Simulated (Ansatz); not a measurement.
Ansatz (an electronic-structure program) run on TiAl (P4mm, 2 atoms in the cell): self-consistent single point.

Method: PBEsol, default PAW files made with PBE (plane waves; Ansatz).

```yaml
crystal:
  lattice:
    - [3.16316, 0.00000, 0.00000]
    - [0.00000, 3.16316, 0.00000]
    - [0.00000, 0.00000, 3.16316]
  atoms:
    - { symbol: Ti, position: [0.00000, 0.00000, 0.01581] }
    - { symbol: Al, position: [0.50000, 0.50000, 0.50000] }
```

Reference input (self-consistent single point, DFT, PBEsol, plane waves, default PAW files made with PBE): basis.ecutwfc = 420 eV; kpoints.mp_grid.grid = 10 10 10; hamiltonian.xc = pbesol; hamiltonian.pseudopotentials = {kind: paw} (the program's default PAW files); scf.occupations.method = gaussian; scf.occupations.width = 0.1 eV. This run's input differs from it in these lines:

Ansatz 0.2 input:
```diff
@@ -12,3 +12,3 @@
 kpoints:
-  mp_grid: { grid: [10, 10, 10] }
+  mp_grid: { grid: [11, 11, 11] }
 hamiltonian:
```

Log, with long lists cut:

```
SCF iter   1: F=—  HF=-2998.983977 eV  |F-HF|=—  |Δ(HF+E_count)|=         —  Δρ=5.69e-3  dr2=1.52e-2  ethr=1.77e-3  ⟨swp⟩=5.0  Hψ=7668  notcnv=0
all-band conjugate gradients solve this SCF's bands
preconditioner: auto → none
SCF iter   2: F=—  HF=-2998.981963 eV  |F-HF|=—  |Δ(HF+E_count)|=   2.01e-3  Δρ=3.98e-3  dr2=8.88e-3  ethr=1.01e-4  ⟨swp⟩=1.0  Hψ=2520  notcnv=0
SCF iter   3: F=—  HF=-2998.979644 eV  |F-HF|=—  |Δ(HF+E_count)|=   2.32e-3  Δρ=6.15e-4  dr2=4.44e-5  ethr=5.92e-5  ⟨swp⟩=2.1  Hψ=1845  notcnv=0
SCF iter   4: F=—  HF=-2998.979650 eV  |F-HF|=—  |Δ(HF+E_count)|=   6.85e-6  Δρ=1.17e-4  dr2=2.89e-6  ethr=2.96e-7  ⟨swp⟩=2.9  Hψ=2485  notcnv=0
iter 5 did not close the SCF: its close was put off for the readings that it lacked (scf_convergence_deferred on its scf_iter line)
SCF iter   5: F=-2998.979649 eV  HF=-2998.979649 eV  |F-HF|=7.38e-8  |Δ(HF+E_count)|=   8.97e-7  Δρ=1.65e-5  dr2=9.78e-8  ethr=1.93e-8  ⟨swp⟩=2.3  Hψ=2315  notcnv=0
SCF iter   6: F=-2998.979649 eV  HF=-2998.979649 eV  |F-HF|=2.82e-10  |Δ(HF+E_count)|=   3.39e-8  Δρ=4.38e-6  dr2=2.82e-9  ethr=6.52e-10  ⟨swp⟩=2.5  Hψ=5538  notcnv=0
SCF 1 converged in 6 iterations: F = -2998.979649 eV  dr2 = 2.82e-9
Free energy (F): -2998.979649 eV
Internal energy: -2998.965963 eV  (E = F + TS)
E sigma→0 (E₀):  -2998.972806 eV
Entropy (-TS):   -0.013686 eV (-6.843 meV/atom)
Fermi energy:    11.572077 eV
--- Forces (eV/Å), atoms counted from 1 ---
  atom   1  Ti     0.00000000     0.00000000    -0.32280339
  atom   2  Al    -0.00000000     0.00000000     0.32279462
--- Stress (GPa, compression-positive) ---
       -0.717088       0.000000      -0.000000
        0.000000      -0.717088       0.000000
        0.000000       0.000000      -0.833354
  P = ⅓ Tr σ = -0.7558 GPa (-7.558 kbar)
  The stress holds the Pulay correction. Without it, at fixed plane waves, as pw.x and ABINIT print it: P = -0.7871 GPa
```

The run converged in 6 iterations. Against the reference run the free energy rises by 1.5 meV/atom, the pressure hardly changes (-0.70 to -0.76 GPa) and the largest force moves little (0.324 to 0.323 eV/Å). The full log also holds: “iter 5 did not close the SCF: its close was put off for the readings that it lacked (scf_convergence_deferred on its scf_iter line)”.

The starting cell comes from a database of computed structures (which also holds hypothetical and non-ambient phases and stackings), without a prior relaxation at this level. Its lattice was rescaled by up to half a per cent. One atom was moved a little off its site on purpose. Spin polarisation is off. Ansatz's pressure includes its estimate of the finite-basis (Pulay) stress.
